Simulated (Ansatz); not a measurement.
## What isotropic strain −2.00 % does to InSb

Start from InSb in the zinc blende structure (space group F-43m, No. 216; a = 6.5561 Å).

The change: every lattice vector is shortened by 2.00 %, atoms relaxed at fixed cell.

All numbers come from Ansatz (a quantum-chemistry and plane-wave program) r2SCAN, no SOC. Settings: 12×12×12 k-points, 0.05 eV Fermi–Dirac smearing.

The volume per atom drops by 2.072 Å³, from 35.23 Å³ to 33.15 Å³ and the space group remains F-43m (No. 216). The energy grows by 19 meV/atom and the band gap becomes 0.39 eV (base: zero). The electron mass comes out as 0.024 mₑ (at Γ) and the hole mass (degenerate bands, along [100]) is 0.024, 0.29, 0.29 mₑ (at Γ). The valley order (the lowest conduction-band minima on the path, energy above the VBM, named in the base's zone) becomes Γ 0.39 eV; L along ⟨111⟩ 0.89 eV; a point along ⟨100⟩, about 0.8 Å⁻¹ from Γ 1.41 eV (base: Γ 0.02 eV; L along ⟨111⟩ 0.77 eV; a point along ⟨100⟩, about 0.8 Å⁻¹ from Γ 1.48 eV).

Final structure:

```yaml
crystal:
  lattice:
    - [0.00000, 3.21251, 3.21251]
    - [3.21251, 0.00000, 3.21251]
    - [3.21251, 3.21251, 0.00000]
  atoms:
    - { symbol: In, position: [0.00000, 0.00000, 0.00000] }
    - { symbol: Sb, position: [0.25000, 0.25000, 0.25000] }
```

With Sb present, leaving out spin-orbit coupling can change the band edges. Effective masses come from finite differences of ±0.01 Å⁻¹. No phonon test of stability was made. All final runs are without spin polarisation. Gaps under 0.05 eV, about the width of the smearing, are given as zero. A zero or small gap of InSb can be the functional's error rather than a property of the material.
